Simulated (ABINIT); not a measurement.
A self-consistent single point of NbFeB (P-6m2, 3 atoms in the cell) with ABINIT.

Method of the run: LDA (PW92), PAW (JTH v2.0 LDA PAW) (plane waves; ABINIT).

```xyz
3
Lattice="3.6850 0.0000 0.0000 -1.8425 3.1913 0.0000 0.0000 0.0000 2.9580" Properties=species:S:1:pos:R:3 pbc="T T T"
Nb     0.0000     0.0000     0.0000
Fe     0.0000     2.1276     1.4790
B      1.8425     1.0638     1.4790
```

Reference input (self-consistent single point, DFT, PBEsol, plane waves, PAW (JTH v2.0 PBE PAW, files made for PBE)): pseudos = [Nb.GGA_PBE-JTH.xml, Fe.GGA_PBE-JTH.xml, B.GGA_PBE-JTH.xml]; ecut = 30 Ha; pawecutdg = 60 Ha; pawxcdev = 0; ixc = -116133; occopt = 3; tsmear = 0.136 eV; ngkpt = 14 14 15; nshiftk = 1; shiftk = 0 0 0; potentials = JTH v2.0 PBE PAW; nband = 22. This run's input differs from it in these lines:

```diff
@@ -1,4 +1,4 @@
-# NbFeB, JTH v2.0 PBE PAW
+# NbFeB, JTH v2.0 LDA PAW
 pp_dirpath "./"
-pseudos "Nb.GGA_PBE-JTH.xml, Fe.GGA_PBE-JTH.xml, B.GGA_PBE-JTH.xml"
+pseudos "Nb.LDA_PW-JTH.xml, Fe.LDA_PW-JTH.xml, B.LDA_PW-JTH.xml"
 acell 3*1.0 Angstrom
@@ -19,3 +19,3 @@
 pawxcdev 0
-ixc -116133
+ixc 7
 occopt 3
```

Its files differ too (potentials: JTH v2.0 PBE PAW → JTH v2.0 LDA PAW).

Log, with long lists cut:

```
--- !BeginCycle
solver: {iscf: 17, nstep: 100, nline: 4, wfoptalg: 10, }
tolerances: {tolvrs: 1.00E-12, }
...

     iter   Etot(hartree)      deltaE(h)  residm     nres2
 ETOT  1  -184.31762995156    -1.843E+02 2.898E+00 5.909E+01
 ETOT  2  -185.44637500667    -1.129E+00 1.197E-01 2.982E+02
 ETOT  3  -185.27815317148     1.682E-01 1.125E-01 1.601E+02
 ETOT  4  -185.19410305769     8.405E-02 3.188E-01 9.476E+00
 ETOT  5  -185.19035573924     3.747E-03 3.686E-02 1.548E-01
   [... 8 lines left out ...]
 ETOT 14  -185.19027614919     2.217E-12 3.795E-04 3.674E-10
 ETOT 15  -185.19027614919    -2.842E-13 1.066E-04 4.733E-11
 ETOT 16  -185.19027614919     4.547E-13 1.443E-04 1.095E-11
 ETOT 17  -185.19027614919    -5.116E-13 3.951E-05 3.526E-13
 At SCF step   17       nres2   =  3.53E-13 < tolvrs=  1.00E-12 =>converged.

 Cartesian components of stress tensor (hartree/bohr^3)
  sigma(1 1)=  5.36991027E-04  sigma(3 2)=  0.00000000E+00
  sigma(2 2)=  5.36991026E-04  sigma(3 1)=  0.00000000E+00
  sigma(3 3)=  4.42388640E-04  sigma(2 1)= -8.16182723E-13

 ----iterations are completed or convergence reached----

 reduced coordinates (array xred) for    3 atoms
       0.000000000000      0.000000000000      0.000000000000
       0.333333333333      0.666666666667      0.500000000000
       0.666666666667      0.333333333333      0.500000000000
 cartesian forces (eV/Angstrom) at end:
    1     -0.00000000000000     0.00000000000000    -0.00000000000000
    2      0.00000000000000     0.00000000000000    -0.00000000000000
   [... lines left out ...]
 Fermi (or HOMO) energy (hartree) =   0.43668   Average Vxc (hartree)=  -0.47297
 Fermi (or HOMO) energy (eV) =  11.88277   Average Vxc (eV)= -12.87006
   [... lines left out ...]
'-kT*entropy'       : -5.66820870569833E-03
total_energy        : -1.85190276164546E+02
total_energy_eV     : -5.03928369185286E+03
...

-Cartesian components of stress tensor (GPa)         [Pressure= -1.4871E+01 GPa]
- sigma(1 1)=  1.57988188E+01  sigma(3 2)=  0.00000000E+00
- sigma(2 2)=  1.57988188E+01  sigma(3 1)=  0.00000000E+00
- sigma(3 3)=  1.30155210E+01  sigma(2 1)= -2.40129207E-08

 Calculation completed.
```

The run converged in 17 iterations. Against the reference run the pressure goes from -9.33 to -14.87 GPa.

The starting cell comes from a database of computed structures (which also holds hypothetical and non-ambient phases and stackings), without a prior relaxation at this level. Spin polarisation is off. With a pressure of about -15 GPa the cell is away from its equilibrium volume at this level.

Cost on one core of a shared machine: roughly 6 min.
